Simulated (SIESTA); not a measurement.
A self-consistent single point of a (001) slab of Mg (cut from a parent of space group no. 194; 4 atoms in the cell) with SIESTA

Level of theory: LDA PW92, numerical atomic orbitals TZP, PseudoDojo LDA standard norm-conserving potentials (rewritten from UPF to PSML) run with SIESTA.

The input file:

```
# files in the folder: Mg.psml (PseudoDojo LDA standard)
SystemName  Mg
SystemLabel mg

NumberOfAtoms                4
NumberOfSpecies              1
%block ChemicalSpeciesLabel
  1 12 Mg
%endblock ChemicalSpeciesLabel
LatticeConstant              1.0 Ang
%block LatticeVectors
     3.200370000    0.000000000    0.000000000
    -1.600185000    2.771602000    0.000000000
     0.000000000    0.000000000   21.791597000
%endblock LatticeVectors
AtomicCoordinatesFormat      ScaledCartesian
%block AtomicCoordinatesAndAtomicSpecies
     1.600186600    0.923866409    9.597193652  1
    -0.000001600    1.847735591    7.000005746  1
     1.600186600    0.923866409   14.791591254  1
    -0.000001600    1.847735591   12.194403348  1
%endblock AtomicCoordinatesAndAtomicSpecies

XC.functional                LDA
XC.authors                   PW92
PAO.BasisSize                TZP
PAO.EnergyShift              0.01 Ry
MeshCutoff                   300 Ry
%block kgrid.MonkhorstPack
   11   0   0  0.0
    0  11   0  0.0
    0   0   1  0.0
%endblock kgrid.MonkhorstPack
OccupationFunction           FD
ElectronicTemperature        0.1 eV

MaxSCFIterations             150
SCF.Mixer.Method             Broyden
SCF.Mixer.Weight             0.1
SCF.Mixer.History            6
SCF.DM.Tolerance             1.0E-05
Diag.ParallelOverK           true
WriteForces                  true
```

Output (repeated stretches shortened):

```
reinit: Reading from file input.fdf

reinit: System Name: Mg
reinit: System Label: mg

coor:   Atomic-coordinates input format  =     Cartesian coordinates
coor:                                          (in units of alat)

siesta: Atomic coordinates (Bohr) and species
siesta:      3.02391   1.74585  18.13607  1        1
siesta:     -0.00000   3.49171  13.22809  1        2
siesta:      3.02391   1.74585  27.95206  1        3
siesta:     -0.00000   3.49171  23.04408  1        4

siesta: System type = slab

initatomlists: Number of atoms, orbitals, and projectors:      4    40    32

siesta: ******************** Simulation parameters ****************************
redata: Spin configuration                          = none
redata: Time-Reversal Symmetry                      = T
redata: Number of Atomic Species                    =        1
redata: Mesh Cutoff                                 =   300.0000 Ry
redata: Net charge of the system                    =     0.0000 |e|
redata: Min. number of SCF Iter                     =        0
redata: Max. number of SCF Iter                     =      150
redata: SCF convergence failure will abort job
redata: SCF mix quantity                            = Hamiltonian
redata: Mix DM or H after convergence               =   F
redata: Recompute H after scf cycle                 =   F
redata: Mix DM in first SCF step                    =   T
redata: No kicks to SCF
redata: DM Mixing Weight for Kicks                  =     0.5000
redata: Require Harris convergence for SCF          =   F
redata: Harris energy tolerance for SCF             =     0.000100 eV
redata: Require DM convergence for SCF              =   T
redata: DM tolerance for SCF                        =     0.000010
redata: Require EDM convergence for SCF             =   F
redata: EDM tolerance for SCF                       =     0.001000 eV
redata: Require H convergence for SCF               =   T
redata: Hamiltonian tolerance for SCF               =     0.001000 eV
redata: Require (free) Energy convergence for SCF   =   F
redata: (free) Energy tolerance for SCF             =     0.000100 eV
redata: Using DFT-D3 dispersion                     =   F
redata: Using Saved Data (generic)                  =   F
redata: Method of Calculation                       = Diagonalization
redata: Electronic Temperature                      =  1160.4518 K
redata: Number of TDED substeps                     =        3
redata: Dynamics option                             = Single-point calculation
redata: Save all siesta data in one NC              =   F
redata: ***********************************************************************

%block SCF.Mixers
  Broyden
%endblock SCF.Mixers

%block SCF.Mixer.Broyden
  # Mixing method
  method broyden

  # Mixing options
  weight 0.1000
  weight.linear 0.1000
  weight.prime 0.1000
  history 6
%endblock SCF.Mixer.Broyden

DM_history_depth set to one: no extrapolation allowed by default for geometry relaxation
Size of DM history Fstack: 1
Total number of electrons:    40.000000
Total ionic charge:    40.000000

* ProcessorY, Blocksize:    1  41

* Orbital distribution balance (max,min):    40    40

 Kpoints in:           66 . Kpoints trimmed:           61

siesta: k-grid: Number of k-points = 61
siesta: k-points from Monkhorst-Pack grid
siesta: k-cutoff (effective) =    10.896 Ang
siesta: k-point supercell and displacements
siesta: k-grid:    11     0     0      0.000
siesta: k-grid:     0    11     0      0.000
siesta: k-grid:     0     0     1      0.000

diag: Algorithm                                     = D&C
diag: Parallel over k                               =   F
diag: Use parallel 2D distribution                  =   F
diag: Parallel block-size                           = 41
diag: Parallel distribution                         =     1 x     1
diag: Used triangular part                          = Lower
diag: Absolute tolerance                            =  0.100E-15
diag: Orthogonalization factor                      =  0.100E-05
diag: Memory factor                                 =  1.0000

superc: Internal auxiliary supercell:     5 x     5 x     1  =      25
superc: Number of atoms, orbitals, and projectors:    100   1000    800

                        Single-point calculation

superc: Internal auxiliary supercell:     5 x     5 x     1  =      25
superc: Number of atoms, orbitals, and projectors:    100   1000    800

outcell: Unit cell vectors (Ang):
        3.200370    0.000000    0.000000
       -1.600185    2.771602    0.000000
        0.000000    0.000000   21.791597

outcell: Cell vector modules (Ang)   :    3.200370    3.200370   21.791597
outcell: Cell angles (23,13,12) (deg):     90.0000     90.0000    120.0000
outcell: Cell volume (Ang**3)        :    193.2948
new_DM -- step:     1
Initializing Density Matrix...

Attempting to read DM from file... Failed...
DM filled with atomic data:

InitMesh: MESH = 30 x 30 x 240 = 216000
InitMesh: Mesh cutoff (required, used) =   300.000   323.804 Ry

stepf: Fermi-Dirac step function

        iscf     Eharris(eV)        E_KS(eV)     FreeEng(eV)     dDmax    Ef(eV) dHmax(eV)
   scf:    1    -6441.785014    -6447.531186    -6447.592214  1.059632 -2.920741  3.664852
   scf:    2    -6447.669730    -6447.645741    -6447.709425  0.051307 -2.879442  3.254876
   scf:    3    -6447.672336    -6447.659117    -6447.722821  0.010110 -2.902008  2.966533
   scf:    4    -6447.797678    -6447.734081    -6447.798578  0.109947 -3.163014  0.079311
   scf:    5    -6447.735166    -6447.734651    -6447.799014  0.001588 -3.171583  0.042204
   scf:    6    -6447.735935    -6447.735410    -6447.799524  0.003666 -3.174379  0.011225
   [... 5 lines left out ...]
   scf:   12    -6447.735319    -6447.735319    -6447.799553  0.000016 -3.168159  0.001063
   scf:   13    -6447.735319    -6447.735319    -6447.799553  0.000014 -3.168147  0.000962
   scf:   14    -6447.735319    -6447.735319    -6447.799553  0.000012 -3.168137  0.000871
   scf:   15    -6447.735319    -6447.735319    -6447.799553  0.000011 -3.168131  0.000790
   scf:   16    -6447.735319    -6447.735319    -6447.799553  0.000009 -3.168126  0.000717

SCF Convergence by DM+H criterion
max |DM_out - DM_in|         :     0.0000093127
max |H_out - H_in|      (eV) :     0.0007173121
SCF cycle converged after 16 iterations

Using DM_out to compute the final energy and forces

siesta: E_KS(eV) =            -6447.7353

siesta: E_KS - E_eggbox =     -6447.7353

siesta: Atomic forces (eV/Ang):
     1   -0.000003    0.000002    0.024472
     2    0.000002   -0.000001    0.059868
     3   -0.000002    0.000001   -0.059868
     4    0.000003   -0.000002   -0.024472
   Tot    0.000000   -0.000000    0.000000
   Max    0.059868
   Res    0.026404    sqrt( Sum f_i^2 / 3N )
   Max    0.059868    constrained

Stress tensor Voigt[x,y,z,yz,xz,xy] (kbar):       15.76       15.76        4.41       -0.00        0.00       -0.00
(Free)E + p*V (eV/cell)    -6449.2445
Target enthalpy (eV/cell)    -6447.7996

siesta: Program's energy decomposition (eV):
siesta: Ebs     =     -1797.233166
siesta: Eions   =      7867.510493
siesta: Ena     =       518.978244
siesta: Ekin    =      3661.486972
siesta: Enl     =     -1967.478238
siesta: Eso     =         0.000000
siesta: Edftu   =         0.000000
siesta: DEna    =        37.871986
siesta: DUscf   =         1.116014
siesta: DUext   =         0.000000
siesta: Ex      =      -760.250132
siesta: Ec      =       -71.949672
siesta: Exc     =      -832.199805
siesta: Eharris =     -6447.735319
siesta: Etot    =     -6447.735319
siesta: FreeEng =     -6447.799553

siesta: Atomic forces (eV/Ang):
siesta:      1   -0.000003    0.000002    0.024472
siesta:      2    0.000002   -0.000001    0.059868
siesta:      3   -0.000002    0.000001   -0.059868
siesta:      4    0.000003   -0.000002   -0.024472
siesta: ----------------------------------------
siesta:    Tot    0.000000   -0.000000    0.000000

siesta: Stress tensor (static) (eV/Ang**3):
siesta:     0.009837   -0.000000    0.000000
siesta:    -0.000000    0.009837   -0.000000
siesta:     0.000000   -0.000000    0.002753

siesta: Cell volume =        193.294775 Ang**3

siesta: Pressure (static):
siesta:                Solid            Molecule  Units
siesta:          -0.00008142         -0.00007146  Ry/Bohr**3
siesta:          -0.00747561         -0.00656157  eV/Ang**3
siesta:         -11.97725399        -10.51279438  kBar

siesta: Electric dipole (a.u.)  =    0.000000    0.000000    0.000001
siesta: Electric dipole (Debye) =    0.000000    0.000000    0.000002
```

The run converged in 16 iterations.

The starting cell has typed, rounded lattice constants, without a prior relaxation at this level. The slab is cut from that crystal, and its faces are unrelaxed. Its lattice was rescaled by up to half a per cent. Values carry the incompleteness of an atom-centred basis.
